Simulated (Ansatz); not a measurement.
Start from CdSe in the zinc blende structure (space group F-43m, No. 216).

```
CdSe
1.0
    0.00000     3.04091     3.04091
    3.04091     0.00000     3.04091
    3.04091     3.04091     0.00000
Se Cd
1 1
Cartesian
  4.56136   4.56136   4.56136
  0.00000   0.00000   0.00000
```

Calculations: PBEsol (Ansatz, an electronic-structure program), spin-orbit coupling left out.

Carriers are added at fixed cell with a uniform background; the Fermi–Dirac width is that of 300 K.

One change was made to it. Results:

```json
[
 {"quantity": "Fermi level relative to the doped band's edge (positive inside the band; to 0.05 eV)", "base": "–", "after": "+2.20 eV"},
 {"quantity": "gap between the host's bands", "base": "0.48 eV", "after": "0.37 eV"},
 {"quantity": "gap character", "base": "direct at Γ", "after": "direct at Γ"}
]
```

**Question.** Which change produced these results?
A. holes 5.0×10^20 cm⁻³
B. holes 5.0×10^21 cm⁻³
C. electrons 5.0×10^21 cm⁻³

**Answer.** C, electrons 5.0×10^21 cm⁻³. For comparison, the Fermi level from band edge in the other runs: holes 5.0×10^20 cm⁻³ gives +0.10 eV; holes 5.0×10^21 cm⁻³ gives +0.45 eV.

Charged cell with a jellium background: band edges are those of the host's band count, energies are not comparable with the neutral cell, and many-body gap narrowing is missing. Stability against distortions was not tested.
